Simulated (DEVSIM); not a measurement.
Structure: Ni/Al2O3/SiO2/p-Si capacitor, at 400 K.

Layer 1 from the left is Al2O3, thickness (nm) 4.00. Layer 2 from the left is SiO2, thickness (nm) 0.920. Layer 3 from the left is Si, thickness (nm) 1100, Na (cm⁻³) 2.8e17.

Metal gate on the left, work function 5.1 eV. Fixed charge at the semiconductor interface 0 cm⁻² (in units of +e); no interface traps.

This is a model device: material constants are rounded textbook-type values typed into the input, and sizes, dopings and lifetimes were drawn at random. Values at 300 K; Nc and Nv go as T^1.5, mobilities as T to minus their exponent, the gap by Varshni's rule with the affinity fixed.

Al2O3: gap (eV) 6.8, affinity (eV) 1.35, permittivity 9. SiO2: gap (eV) 9, affinity (eV) 0.9, permittivity 3.9. Si: gap (eV) 1.124, affinity (eV) 4.05, permittivity 11.7, Nc (cm⁻³) 2.86e19, Nv (cm⁻³) 3.1e19, Varshni α (eV/K) 0.000473, Varshni β (K) 636.

Problem. Estimate by hand the flat-band voltage, the threshold voltage, and compare with a numerical solution.

Solution. 
- Flat-band voltage: C = 1.30 μF/cm², work-function difference 0.131 V; VFB = φms − qNf/C = 0.13 V; numerical 0.13 V.
- Threshold voltage: φF = 0.372 V, depletion charge √(4εqNφF) = 2.63e-7 C/cm²; VT = VFB + 2φF + Qd/C = 1.08 V; numerical 1.08 V.

DEVSIM, 1D Poisson equation in equilibrium, Boltzmann statistics, complete ionisation; no quantum confinement or tunnelling. Metal contacts follow the ideal Schottky-Mott rule: no Fermi-level pinning, no interface dipoles.
